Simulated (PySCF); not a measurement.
PySCF 2.14.0, BP86/def2-svp, df: Ca(F)(Cl)(NH3)2 ([NH3]->[Ca](<-[NH3])([F])[Cl]), 11 atoms. The geometry is a generated start, not checked to be a minimum at this level.

| Property | Value |
|---|---|
| task | energy |
| method | bp86 |
| basis | def2-svp |
| two-electron scheme | density fitting |
| mol.max_memory | 3000 MB |
| mf.max_cycle | 100 |
| mf.conv_tol | 1e-09 (default) |
| mf.grids.level | 3 (default) |
| basis functions | 114 |
| grid points | 140224 |

```xyz
11

Ca    -0.4936    -0.1852    -0.1186
F      1.2732    -0.4541    -0.7389
Cl    -0.4384     1.4405     1.6524
N      0.0823    -1.9251     1.4516
H     -0.0698    -2.9102     1.6597
H      0.0599    -1.3975     2.3218
H      1.0230    -1.8182     1.0694
N     -0.5019     1.5980    -1.7328
H     -0.4763     2.3533    -1.0491
H     -0.9269     1.9455    -2.5904
H      0.4684     1.3530    -1.9252
```

With the defaults (mf.DIIS = CDIIS, mf.diis = true, mf.init_guess = minao, newton = off, mf.level_shift = 0, mf.damp = 0, mf.diis_start_cycle = 1, mf.diis_space = 8) it converges in 13 Fock builds. One run each on 2 threads, 1 BLAS thread, with these changes:
- mf.damp = 0.3, mf.diis_start_cycle = 4
- mf.init_guess = atom
- newton = Hessian by the SCF's own integrals
- mf.DIIS = EDIIS
- mf.level_shift = 0.3 Hartree
- mf.diis_space = 3
- mf.diis = false
- mf.damp = 0.7, mf.diis_start_cycle = 8
- mf.init_guess = mod_huckel

**Question.** Name the settings that don't reach the solution of the defaults.

**Answer.** No convergence: mf.DIIS = EDIIS; mf.diis = false (the run ends without SCF convergence in 100 cycles). The rest reach the solution of the defaults.

| setting | Fock builds | end |
|---|---|---|
| the defaults | 13 | same solution |
| mf.init_guess = mod_huckel | 16 | same solution |
| mf.init_guess = atom | 16 | same solution |
| mf.damp = 0.7, mf.diis_start_cycle = 8 | 17 | same solution |
| mf.level_shift = 0.3 Hartree | 19 | same solution |
| mf.damp = 0.3, mf.diis_start_cycle = 4 | 19 | same solution |
| newton = Hessian by the SCF's own integrals | 25 | same solution |
| mf.diis_space = 3 | 31 | same solution |
| mf.DIIS = EDIIS | 101 | no convergence |
| mf.diis = false | 101 | no convergence |

Under newton the count holds the products with the orbital Hessian.
